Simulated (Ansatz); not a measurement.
The parent structure is CrAgS$_{2}$ (space group R3m, No. 160; ferromagnetic).

```xyz
4
Lattice="1.7378 1.0033 6.6654 -1.7378 1.0033 6.6654 0.0000 -2.0066 6.6654" Properties=species:S:1:pos:R:3 pbc="T T T"
Cr     0.0000     0.0000     0.0196
Ag     0.0000     0.0000     3.0707
S      0.0000     0.0000    14.6788
S      0.0000     0.0000     5.4545
```

Cartesian axes are those of the cell as printed.

Computed with Ansatz (an electronic-structure program), PBEsol, PAW, cutoff 420 eV, without spin-orbit coupling.

Base values:

The largest site moment is 2.60 μB.

Modification: tensor shear ε_xy = +1.52 % (engineering shear γ = 0.0304); the atoms relax in the strained cell.

Question: Predict the new stress, largest internal atomic displacement, largest site moment and energy relative to the base.

Answer: The stress (xx, yy, zz, yz, xz, xy; compression positive) is (0.0, 0.0, 0.0, 0.0, 0.1, -1.1) GPa; the largest internal atomic displacement amounts to 0.020 Å; the largest site moment hardly moves (2.60 μB against 2.59 μB); the energy increases by 1.9 meV/atom.

Other magnetic orders, which the real material may have, were not ruled out. Stability against distortions was not tested.
